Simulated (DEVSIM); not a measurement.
System: CdS/CdTe n-p heterojunction, at 400 K.

Layer 1 from the left is CdS, thickness (μm) 0.580, Nd (cm⁻³) 3.3e17, τn (s) 2e-9, τp (s) 2e-9. Layer 2 from the left is CdTe, thickness (μm) 0.270, Na (cm⁻³) 1.8e17, τn (s) 2e-9, τp (s) 2e-9.

Left contact: ohmic. Right contact: ohmic. Voltage is applied to the left contact. Recombination: SRH at mid-gap, Auger. Mobility is constant in doping.

This is a model device: material constants are rounded textbook-type values typed into the input, and sizes, dopings and lifetimes were drawn at random. Values at 300 K; Nc and Nv go as T^1.5, mobilities as T to minus their exponent, the gap by Varshni's rule with the affinity fixed.

CdS: gap (eV) 2.4, affinity (eV) 4.3, permittivity 9, Nc (cm⁻³) 2.2e18, Nv (cm⁻³) 1.8e19, μn (cm²/Vs) 300, μp (cm²/Vs) 25, T exponent of μn 1.5, T exponent of μp 1.5, Cn (cm⁶/s) 1e-30, Cp (cm⁶/s) 1e-30, Varshni α (eV/K) 0.00039, Varshni β (K) 103. CdTe: gap (eV) 1.5, affinity (eV) 4.28, permittivity 10.2, Nc (cm⁻³) 8e17, Nv (cm⁻³) 1.8e19, μn (cm²/Vs) 1000, μp (cm²/Vs) 80, T exponent of μn 1.7, T exponent of μp 1.5, Cn (cm⁶/s) 1e-30, Cp (cm⁶/s) 1e-30, Varshni α (eV/K) 0.00031, Varshni β (K) 108.

Simulated with DEVSIM: 1D drift-diffusion, Boltzmann statistics, complete ionisation; no tunnelling, impact ionisation, image-force lowering or self-heating. Band offsets follow the typed affinities; no thermionic-emission limit at abrupt steps, no polarisation charge.

**Question.** What does the simulation give for the dark forward voltage at 100 A/cm², the potential step across the device at zero bias?

**Answer.** dark forward voltage at 100 A/cm² 1.042 V; potential step across the device at zero bias 1.197 V.
